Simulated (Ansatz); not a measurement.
MgB2: isotropic strain +4.79 %

Start from MgB₂ (space group P6/mmm, No. 191; a = 3.069 Å, c = 3.512 Å; relaxed with 0.1 eV smearing).

One thing is altered: an isotropic linear strain of +4.79 %, atoms relaxed at fixed cell.

Computed with r2SCAN (Ansatz, an electronic-structure program; PAW; 500 eV plane waves; no spin-orbit coupling). Γ-centred 22×22×16 mesh, Fermi–Dirac width 0.1 eV.

The volume per atom increases by 1.44 Å³ (9.55 Å³ → 10.99 Å³) and the space group is still P6/mmm (No. 191). The shortest interatomic distance grows by 0.085 Å to 1.857 Å and the energy grows by 86 meV/atom. The band gap remains zero.

Whether these cells are dynamically stable was not tested. All final runs are without spin polarisation.
